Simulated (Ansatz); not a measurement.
Consider WSe$_{2}$ (space group P6_3/mmc, No. 194; a = 3.279 Å, c = 12.786 Å; layered, stacked along the Cartesian z axis).

Method: PBE-D3(BJ) in Ansatz (plane waves to 420 eV, PAW, no spin-orbit coupling).

Before the change:

```
Property                                              Result
----------------------------  ------------------------------
Gap between the host's bands                         0.87 eV
Gap character                 indirect, Γ → K–Γ (47 % along)
```

Modification: hole doping at 2.0×10^21 cm⁻³ (0.238 per cell), with a uniform compensating background at fixed cell and a 300 K Fermi–Dirac width.

Estimate the effect on the Fermi level from band edge, gap between the host's bands and gap character.

The Fermi level relative to the doped band's edge (positive inside the band; to 0.05 eV) is +0.45 eV; the gap between the host's bands rises by 0.03 eV (0.87 eV → 0.90 eV); the gap character stays indirect, Γ → K–Γ (47 % along).

Charged cell with a jellium background: band edges are those of the host's band count, energies are not comparable with the neutral cell, and many-body gap narrowing is missing. With W present, leaving out spin-orbit coupling can change the band edges. No phonon test of stability was made.

Ansatz is a program for electronic structure.
